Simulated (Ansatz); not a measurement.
A user runs Ansatz (an electronic-structure program) on SnCl₂ (Pnma, 12 atoms in the cell) and asks whether the run is sound. The aim is a self-consistent single point with DFT, PBEsol, plane waves, default PAW files made with PBE.

The input file:

Ansatz 0.2 input:
```yaml
# SnCl2
crystal:
  lattice:
    - [7.793000, 0.000000, 0.000000]
    - [0.000000, 4.430000, 0.000000]
    - [0.000000, 0.000000, 9.207000]
  atoms:
    - { symbol: Cl, position_ang: [0.171446, 1.107500, 1.427085] }
    - { symbol: Cl, position_ang: [7.621554, 3.322500, 7.779915] }
    - { symbol: Cl, position_ang: [4.067946, 1.107500, 3.176415] }
    - { symbol: Cl, position_ang: [3.725054, 3.322500, 6.030585] }
    - { symbol: Cl, position_ang: [5.018692, 1.107500, 8.516475] }
    - { symbol: Cl, position_ang: [2.774308, 3.322500, 0.690525] }
    - { symbol: Cl, position_ang: [1.122192, 1.107500, 5.294025] }
    - { symbol: Cl, position_ang: [6.670808, 3.322500, 3.912975] }
    - { symbol: Sn, position_ang: [1.800183, 1.107500, 8.525682] }
    - { symbol: Sn, position_ang: [5.992817, 3.322500, 0.681318] }
    - { symbol: Sn, position_ang: [5.696683, 1.107500, 5.284818] }
    - { symbol: Sn, position_ang: [2.096317, 3.322500, 3.922182] }
basis:
  ecutwfc: 30
kpoints:
  mp_grid:
    grid: [5, 8, 4]
hamiltonian:
  xc: pbesol
  pseudopotentials:
    kind: paw
scf:
  occupations:
    method: fermi_dirac
    width: 0.136 eV
output:
  forces: true
  eigenvalues: true
  stress: true
```

Log, with long lists cut:

```
WARN basis.ecutwfc = 30 eV is below the records' recommended cutoff, and the density's cutoff is lower with it unless basis.ecutrho_ratio is high enough to …
   [... lines left out ...]
Pseudopotential: Sn, paw, valence charge 14
Crystal: 12 atoms, lattice volume = 317.853 Å³
Basis set: ecut = 30 eV, 113 PW (Γ), exchange–correlation on 30×16×36 points (8 copies of the dense FFT grid, shifted against one another)
Bands: 68, of which v1, the nominal top of the filled ones, is band 56 counted from 1 (55 counted from 0)
Symmetry: 8 space group operations
Space group: Pnma (ITA 62), of the structure as read, at distance tolerance 6.8e-5 Å
k-points: 45 of 160
PAW frozen core: Cl, regenerated for the run's functional, and the local potential with it
PAW frozen core: Sn, regenerated for the run's functional, and the local potential with it
Initial density: superposition of atomic densities (neutral atoms: chi_scale 0, normalization atom), corrected by the library's trained network
Initial wavefunctions: pseudopotential atomic-orbital guess
Eigensolver: davidson
Functional: x = pbesol(κ = 0.804, μ = 0.12345679012345678), c = pbesol(β = 0.046)
SCF iter   1: F=—  HF=-30712.101733 eV  |F-HF|=—  |Δ(HF+E_count)|=         —  Δρ=8.08e-1  dr2=2.75e3  ethr=1.77e-3  ⟨swp⟩=1.0  Hψ=5343  notcnv=0
all-band conjugate gradients solve this SCF's bands
preconditioner: auto → LDOS
SCF iter   2: F=—  HF=-29335.103703 eV  |F-HF|=—  |Δ(HF+E_count)|=    1.38e3  Δρ=1.18e-1  dr2=8.10e1  ethr=1.77e-3  ⟨swp⟩=7.5  Hψ=21251  notcnv=0
   [... lines left out ...]
SCF iter   9: F=—  HF=-29274.560015 eV  |F-HF|=—  |Δ(HF+E_count)|=   5.93e-4  Δρ=2.02e-4  dr2=2.69e-4  ethr=6.99e-8  ⟨swp⟩=2.2  Hψ=5480  notcnv=0  defer=1
SCF iter  10: F=—  HF=-29274.559918 eV  |F-HF|=—  |Δ(HF+E_count)|=   9.75e-5  Δρ=5.86e-5  dr2=2.28e-5  ethr=6.99e-8  ⟨swp⟩=2.0  Hψ=4507  notcnv=0  defer=1
SCF iter  11: F=-29274.559909 eV  HF=-29274.559909 eV  |F-HF|=1.70e-9  |Δ(HF+E_count)|=   8.92e-6  Δρ=5.49e-7  dr2=2.85e-9  ethr=8.93e-11  ⟨swp⟩=9.8  Hψ=14652  notcnv=0
SCF 1 converged in 11 iterations: F = -29274.559909 eV  dr2 = 2.85e-9
Free energy (F): -29274.559909 eV
Internal energy: -29274.158394 eV  (E = F + TS)
E sigma→0 (E₀):  -29274.359151 eV
Entropy (-TS):   -0.401515 eV (-33.460 meV/atom)
Fermi energy:    14.477149 eV
--- Forces (eV/Å), atoms counted from 1 ---
  atom   1  Cl    -7.07003555    -0.00000000    -0.96805817
  atom   2  Cl     7.07003555     0.00000000     0.96805817
  atom   3  Cl    -7.07003555     0.00000000     0.96805817
  atom   4  Cl     7.07003555    -0.00000000    -0.96805817
  atom   5  Cl    -3.90623224    -0.00000000    -3.46552513
  atom   6  Cl     3.90623224     0.00000000     3.46552513
  atom   7  Cl    -3.90623224     0.00000000     3.46552513
   [... lines left out ...]
--- Stress (GPa, compression-positive) ---
     -632.282101       0.000000       0.000000
        0.000000    -614.762869      -0.000000
        0.000000      -0.000000    -607.746040
  P = ⅓ Tr σ = -618.2637 GPa (-6182.637 kbar)
  The stress holds no Pulay correction (an occupied level lies too near the plane-wave cutoff): it is that at fixed plane waves, as pw.x and ABINIT print it
```

Problem. Is anything amiss in this input, and did it matter?

Solution. The run is not sound. The fault is this: a cutoff meant in Ry typed as a bare number, read as eV. A bare number is read in the key's own unit, and eV, Ry (13.6 eV) and Ha (27.2 eV) lie far apart, so the setting ends up far from the one that was meant. To fix it, convert the value to the unit that the key expects. The run converged in 11 iterations without an error; against the sound input the free energy rises by 252 eV/atom, the pressure goes from -1.40 to -618.3 GPa, the largest force goes from 0.144 to 9.613 eV/Å and no clean gap remains on the mesh (levels overlap or are partly filled), against 2.93 eV before.

An input that runs soundly differs in these lines (not the only fix; some lines may just follow from the change or write a value another way):
```diff
-basis:
-  ecutwfc: 30
```

With that input, the run converged in 7 iterations: free energy E − TS (on the zero of these files) -32297.4087 eV; gap on the k-point mesh 2.93 eV; pressure -1.40 GPa; largest force (vector length) 0.144 eV/Å (DFT, PBEsol, plane waves, default PAW files made with PBE).

On the sound input: the starting cell comes from a database of published, mostly measured structures (it also holds non-ambient and calculated ones), without a prior relaxation at this level. Ansatz's pressure includes its estimate of the finite-basis (Pulay) stress.
